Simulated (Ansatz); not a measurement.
Rock-salt LaTe was calculated with r²SCAN+SOC in Ansatz (plane waves, PAW).

Settings: plane-wave cutoff 560 eV, 16×16×16 k mesh, Fermi–Dirac smearing 0.05 eV, PAW data made under PBE.

Results at a series of volumes:

```tsv
V (Å³/atom)	E − E_lowest (meV/atom)	P (GPa)
32.179	24.81	4.09
32.864	10.61	2.58
33.549	2.56	1.22
34.233	0.00	0.00
34.918	2.37	-1.09
35.603	9.16	-2.07
36.287	19.90	-2.94
```

Task: Estimate the bulk modulus from the pressures at 33.549 and 34.918 Å³/atom, and compare it with a fit to all energies.

Result: B = −V dP/dV. Between V = 33.549 and 34.918 Å³/atom, dP/dV = (-1.09 − (1.22))/(34.918 − 33.549) = -1.69 GPa per Å³/atom; at the midpoint 34.233 Å³/atom this gives B ≈ 57.8 GPa. The third-order Birch–Murnaghan fit gives V0 = 34.233 Å³/atom, B0 = 57.6 GPa, B′ = 4.5, which lies within 1 % of that estimate.

The computed numbers hold no vibrational or temperature effects.

It cost about 40 core-minutes (a rough figure) of CPU time.

Ansatz is a first-principles code.
